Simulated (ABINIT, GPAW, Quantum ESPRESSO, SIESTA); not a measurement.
## One structure in several programs: Al (Fm-3m, 1 atom in the cell)

Self-consistent single point.

```
CELL_PARAMETERS angstrom
      0.00000     2.01522     2.01522
      2.01522     0.00000     2.01522
      2.01522     2.01522     0.00000
ATOMIC_POSITIONS crystal
  Al 0.00000 0.00000 0.00000
```

Shared settings, as Quantum ESPRESSO writes them: occupations = smearing; smearing = fermi-dirac; degauss = 0.0073499 Ry; K_POINTS = automatic 5 5 5 0 0 0. Potentials and cutoffs stand in the table.

| code | model | pressure (GPa) | cutoff |
|---|---|---|---|
| Quantum ESPRESSO | PBE, PSlibrary ultrasoft (PBE) pseudopotentials | 2.25 | 35 Ry |
| GPAW | PBE, GPAW PAW datasets PBE (gpaw-data 1.0.1) | 2.50 | 600 eV |
| SIESTA | GGA PBE, numerical atomic orbitals DZP, PseudoDojo PBE standard norm-conserving potentials (rewritten from UPF to PSML) | 2.32 | grid 300 Ry |
| ABINIT | PBE, norm-conserving pseudopotentials (PseudoDojo nc-sr-05 PBE standard) | 2.11 | 40 Ry |

The spread over the programs that give each value: pressure within 0.39 GPa.

SIESTA uses small atom-centred bases, whose incompleteness enters pressures, forces and empty levels differently from a plane-wave cutoff.

On the base mesh (10 10 10 0 0 0) the same programs gave: Quantum ESPRESSO pressure 0.51 GPa; ABINIT pressure 0.37 GPa; GPAW pressure 0.75 GPa; SIESTA pressure 0.35 GPa.

The values differ from the base mesh's, so the mesh still matters here: the table compares the programs at equal settings.

The starting cell comes from a database of computed structures (which also holds hypothetical and non-ambient phases and stackings), without a prior relaxation at this level. Its lattice was rescaled by a random factor within 2.5 % of one.

Left out of this page: CP2K (on another mesh); PySCF, Elk and FLEUR (not drawn, or without a comparable value).
